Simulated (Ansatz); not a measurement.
## Effect of O → Te on La2O3

Take La2O3 (space group P-3m1, No. 164; a = 3.935 Å, c = 6.126 Å) as the base.

It is then changed as follows: every O is replaced by Te; the structure is relaxed again.

Level of theory: r2SCAN (Ansatz, a quantum-chemistry and plane-wave program; PAW; 500 eV plane waves; no spin-orbit coupling). k-mesh 8×8×4 (Γ-centred); smearing 0.05 eV (Fermi–Dirac), for the changed cell.

Density: 5.84 g/cm³ (base 6.58 g/cm³)
c/a ratio: 1.578 (base 1.557)
Space group: P-3m1 (No. 164) (base P-3m1 (No. 164))
Shortest interatomic distance: 3.146 Å (base 2.366 Å)
Band gap: 1.39 eV (base 4.23 eV)
Gap character: indirect, Γ → M (base indirect, L → K)
Smallest direct gap: 1.52 eV (base 4.35 eV)
Width of the top valence band: 1.03 eV (base 0.38 eV)
Valence-band top at Γ (three highest levels, from the VBM): 0.00, -0.76, -0.76 eV

Final structure:

```
La2Te3
1.0
    5.16157     0.00000     0.00000
   -2.58078     4.47005     0.00000
    0.00000     0.00000     8.14444
La Te
2 3
Direct
  0.33333   0.66667   0.23390
  0.66667   0.33333   0.76610
  0.00000   0.00000   0.00000
  0.33333   0.66667   0.64233
  0.66667   0.33333   0.35767
```

Spin-orbit coupling, missing from the scalar runs, can matter with Te. No phonon test of stability was made. As relaxed here, La2Te3 is a hypothetical phase, not in the database extracts checked.
